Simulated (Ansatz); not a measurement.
Consider MgS in the rock salt structure (space group Fm-3m, No. 225; a = 5.155 Å).

Now apply this change: a hydrostatic pressure of 3 GPa.

Levels (all Ansatz, a quantum-chemistry and plane-wave program, PAW): PBE-D3(BJ) (420 eV, spin-orbit coupling left out); HSE06 (420 eV, without spin-orbit coupling).

The geometry is relaxed with PBE-D3(BJ).

| Quantity | Value |
|---|---|
| PBE-D3(BJ) lowest conduction level above the VBM at special points | X 2.92 eV; U 3.99 eV; K 3.99 eV; Γ 4.23 eV |

**Question.** How does going to HSE06 change the lowest conduction level above the VBM at special points?

**Answer.** The lowest conduction level above the VBM at special points changes from X 2.92 eV; U 3.99 eV; K 3.99 eV; Γ 4.23 eV to X 3.95 eV; U 5.04 eV; K 5.04 eV; Γ 5.38 eV.

Single points use the geometry relaxed with PBE-D3(BJ). HSE06 was sampled on its mesh, a few special points and the semilocal edge points, so its gap is an upper bound. The levels and masses belong to the bands next to the band gap. Load acts through the strain it causes; cell and atoms are relaxed under it. No phonon test of stability was made. The base started in Pnma and relaxed to Fm-3m at this level.
